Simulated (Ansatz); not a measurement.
## Response to strain in ZnAu

The reference is ZnAu in the CsCl type structure (space group Pm-3m, No. 221; a = 3.129 Å; relaxed with 0.1 eV smearing). Axes: x, y, z lie along the cube axes.

Strains are applied to the cell and any free atomic positions relax; under biaxial strain the out-of-plane vector relaxes too.

The values are results of DFT with PBEsol, PAW potentials and a 420 eV plane-wave cutoff in Ansatz (a program for electronic structure), without spin-orbit coupling, not measurements.

Notes on the quantities. energy relative to the base: free energy F.

```tsv
biaxial strain, plane normal [111], relaxed out of plane (%)	energy relative to the base (meV/atom)
-2.5	13.6
-2.08	9.4
-1.67	6.0
-1.25	3.4
-0.83	?
-0.42	0.4
0	0.0
```

**Question.** Fit ΔE = Aε² + Bε³ (ε in %) to the rows shown and predict the withheld row.

**Answer.** Least squares on the printed values gives A = 2.14 and B = -0.014 meV/atom (largest residual 0.0 meV/atom); this predicts 1.5 meV/atom, and the run gives 1.5 meV/atom, in agreement.

Stability against distortions was not tested.
